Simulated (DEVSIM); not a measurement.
Device: Au/SiO2/p-InP capacitor, at 300 K.

| layer (left to right) | material | thickness (nm) | Na (cm⁻³) |
|---|---|---|---|
| 1 | SiO2 | 4.80 | - |
| 2 | InP | 12000 | 2.6e15 |

Metal gate on the left, work function 5.1 eV. Fixed charge at the semiconductor interface 0 cm⁻² (in units of +e); interface traps 1e10 cm⁻² eV⁻¹, uniform in energy, neutral level at 0.5 of the gap above the valence band.

This is a model device: material constants are rounded textbook-type values typed into the input, and sizes, dopings and lifetimes were drawn at random. Values at 300 K.

```
parameter      SiO2     InP
-------------  ----  ------
gap (eV)          9   1.344
affinity (eV)   0.9    4.38
permittivity    3.9    12.5
Nc (cm⁻³)         -  5.7e17
Nv (cm⁻³)         -  1.1e19
```

DEVSIM, 1D Poisson equation in equilibrium, Boltzmann statistics, complete ionisation; no quantum confinement or tunnelling. Metal contacts follow the ideal Schottky-Mott rule: no Fermi-level pinning, no interface dipoles.

Q: Tabulate band edges, carrier densities and field at 0.2 V on the gate.

A: Energies count from the Fermi level of the right contact; mesh points crowd at the junctions.

| x (μm) | Ec (eV) | Ev (eV) | n (cm⁻³) | p (cm⁻³) | field (V/cm) |
|---|---|---|---|---|---|
| 0.000 | 4.000 | -5.000 | < 1e2 | < 1e2 | 66000 |
| 0.001298 | 4.008 | -4.992 | < 1e2 | < 1e2 | 66000 |
| 0.003073 | 4.020 | -4.980 | < 1e2 | < 1e2 | 66000 |
| 0.004525 | 4.030 | -4.970 | < 1e2 | < 1e2 | 66000 |
| 0.006537 | 0.555 | -0.789 | 2.7e8 | 610000 | 20000 |
| 0.01063 | 0.563 | -0.781 | 2.0e8 | 850000 | 20000 |
| 0.01996 | 0.582 | -0.762 | 9.5e7 | 1700000 | 20000 |
| 0.05709 | 0.653 | -0.691 | 6100000 | 2.7e7 | 18000 |
| 0.1284 | 0.774 | -0.570 | 56000 | 3.0e9 | 16000 |
| 0.3047 | 0.993 | -0.351 | < 1e2 | 1.4e13 | 9100 |
| 0.7304 | 1.126 | -0.218 | < 1e2 | 2.4e15 | 220 |
| 2.305 | 1.128 | -0.216 | < 1e2 | 2.6e15 | ≈ 0 |
| 5.373 | 1.128 | -0.216 | < 1e2 | 2.6e15 | ≈ 0 |
| 9.159 | 1.128 | -0.216 | < 1e2 | 2.6e15 | ≈ 0 |
| 11.11 | 1.128 | -0.216 | < 1e2 | 2.6e15 | ≈ 0 |
| 11.63 | 1.128 | -0.216 | < 1e2 | 2.6e15 | ≈ 0 |
| 11.85 | 1.128 | -0.216 | < 1e2 | 2.6e15 | ≈ 0 |
| 11.94 | 1.128 | -0.216 | < 1e2 | 2.6e15 | ≈ 0 |
| 11.98 | 1.128 | -0.216 | < 1e2 | 2.6e15 | ≈ 0 |
| 12.00 | 1.128 | -0.216 | < 1e2 | 2.6e15 | ≈ 0 |
| 12.00 | 1.128 | -0.216 | < 1e2 | 2.6e15 | ≈ 0 |
| 12.01 | 1.128 | -0.216 | < 1e2 | 2.6e15 | ≈ 0 |
